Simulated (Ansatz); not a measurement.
Given:

```yaml
crystal:
  lattice:
    - [0.00000, 1.96146, 1.96146]
    - [1.96146, 0.00000, 1.96146]
    - [1.96146, 1.96146, 0.00000]
  atoms:
    - { symbol: Pt, position: [0.00000, 0.00000, 0.00000] }
```

No spin polarisation.

A single point on Pt with a change (pressure −1 GPa), its geometry relaxed with PBEsol.

Calculations: r2SCAN (Ansatz, a program for electronic structure; PAW; 500 eV plane waves; without spin-orbit coupling). Settings: 20×20×20 k-points, 0.05 eV Fermi–Dirac smearing.

Question: Estimate the pressure.

Answer: 3.7 GPa.

Question: Estimate the band gap.

Answer: Zero.

Single points use the geometry relaxed with PBEsol. Load acts through the strain it causes; cell and atoms are relaxed under it. Whether these cells are dynamically stable was not tested. The final runs are not spin-polarised. The cell was made from Pt in the fcc (Cu type) structure (space group Fm-3m, No. 225) by this change: pressure −1 GPa.
